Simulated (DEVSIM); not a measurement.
Structure: illuminated Si n-on-p cell, one wavelength, at 300 K.

Layer 1 from the left is Si, thickness (μm) 0.730, Nd (cm⁻³) 1.6e18, τn (s) 6.7e-5, τp (s) 5.5e-5, absorption coefficient (cm⁻¹) 23000. Layer 2 from the left is Si, thickness (μm) 41.0, Na (cm⁻³) 2e17, τn (s) 0.00042, τp (s) 0.00042, absorption coefficient (cm⁻¹) 23000.

Left contact: ohmic, minority hole recombination velocity 30000 cm/s. Right contact: ohmic, minority electron recombination velocity 20 cm/s. Voltage is applied to the left contact. Recombination: SRH at mid-gap, radiative, Auger. Light enters at the left, 5.2e16 photons cm⁻² s⁻¹, one pass, no reflection. Mobility is constant in doping.

This is a model device: material constants are rounded textbook-type values typed into the input, and sizes, dopings and lifetimes were drawn at random. Values at 300 K.

Si: gap (eV) 1.124, affinity (eV) 4.05, permittivity 11.7, Nc (cm⁻³) 2.86e19, Nv (cm⁻³) 3.1e19, μn (cm²/Vs) 1417, μp (cm²/Vs) 470, B (cm³/s) 4.7e-15, Cn (cm⁶/s) 2.8e-31, Cp (cm⁶/s) 9.9e-32.

Simulated with DEVSIM: 1D drift-diffusion, Boltzmann statistics, complete ionisation; no tunnelling, impact ionisation, image-force lowering or self-heating.

### Question
What does the simulation give for the share of generated pairs collected at short circuit, the short-circuit current?

### Answer
share of generated pairs collected at short circuit 0.922; short-circuit current 7.68 mA/cm².
